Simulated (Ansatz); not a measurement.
## BP, response to strain

Consider BP in the zinc blende structure (space group F-43m, No. 216; a = 4.537 Å).

Strains are applied to the cell and any free atomic positions relax.

Calculations: plane-wave PAW DFT at the r2SCAN level (Ansatz, a quantum-chemistry and plane-wave program, 500 eV), without spin-orbit coupling.

Notes on the quantities. hole mass: degenerate bands, along [100].

| case | hole mass | smallest direct gap | shortest interatomic distance |
|---|---|---|---|
| base | 0.24, 0.24, 0.32 mₑ (at Γ) | 3.60 eV | 1.964 Å |
| isotropic strain −3.00 % | 0.23, 0.23, 0.36 mₑ (at Γ) | 3.76 eV | 1.905 Å |
| isotropic strain −2.50 % | 0.23, 0.23, 0.35 mₑ (at Γ) | 3.73 eV | 1.915 Å |
| isotropic strain −2.00 % | 0.23, 0.23, 0.35 mₑ (at Γ) | 3.70 eV | 1.925 Å |
| isotropic strain −1.50 % | 0.24, 0.24, 0.34 mₑ (at Γ) | 3.67 eV | 1.935 Å |
| isotropic strain −1.00 % | 0.24, 0.24, 0.33 mₑ (at Γ) | 3.65 eV | 1.945 Å |
| isotropic strain −0.50 % | 0.24, 0.24, 0.33 mₑ (at Γ) | 3.62 eV | 1.955 Å |

Masses are band curvatures over ±0.01 Å⁻¹ around the edge. No phonon test of stability was made.
